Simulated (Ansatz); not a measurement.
Abridged Ansatz (a quantum-chemistry and plane-wave program) output:

```
Pseudopotential: S, paw, valence charge 6
Crystal: 1 atoms, lattice volume = 14.919 Å³
Basis set: ecut = 420 eV, 283 PW (Γ), exchange–correlation on 40×40×40 points (8 copies of the dense FFT grid, shifted against one another)
Bands: 7, of which v1, the nominal top of the filled ones, is band 3 counted from 1 (2 counted from 0)
Symmetry: 48 space group operations
k-points: 256 of 8000
Functional: x = pbesol(κ = 0.804, μ = 0.12345679012345678), c = pbesol(β = 0.046)
SCF iter   1: F=—  HF=-883.866008 eV  |F-HF|=—  |Δ(HF+E_count)|=         —  Δρ=5.24e-3  dr2=4.08e-3  ethr=1.77e-3  ⟨swp⟩=7.3  Hψ=16432  notcnv=0
SCF iter   2: F=—  HF=-883.864946 eV  |F-HF|=—  |Δ(HF+E_count)|=   1.06e-3  Δρ=2.09e-3  dr2=5.83e-4  ethr=6.80e-5  ⟨swp⟩=1.3  Hψ=4009  notcnv=0
SCF 1 converged in 6 iterations: F = -883.864872 eV  dr2 = 5.66e-11
SCF converged after 6 iterations
Free energy (F): -883.864872 eV
Internal energy: -883.858681 eV  (E = F + TS)
E sigma→0 (E₀):  -883.861776 eV
Entropy (-TS):   -0.006190 eV (-6.190 meV/atom)
Fermi energy:    9.934884 eV
--- Forces (eV/Å), atoms counted from 1 ---
  atom   1  S     -0.00000000    -0.00000000     0.00000000
--- Stress (GPa, compression-positive) ---
        0.000773      -0.000000       0.000000
       -0.000000       0.000773       0.000000
        0.000000       0.000000       0.000773
  P = ⅓ Tr σ = 0.0008 GPa (0.008 kbar)
```

Question: What was computed, and what are the main results?

Answer: S, 1 atom in the cell, with Kohn–Sham DFT with the PBEsol functional, run in Ansatz with PAW and 420 eV plane waves, no SOC. The last SCF converged to F = -883.864872 eV, or -883.8649 eV per atom, at a pressure of 0.00 GPa. The total energy compares only with runs of the same code, potentials and settings.

No phonon test of stability was made. The cell was made from Ir by this change: Ir → S; the result is a hypothetical phase, not in the database extracts checked.
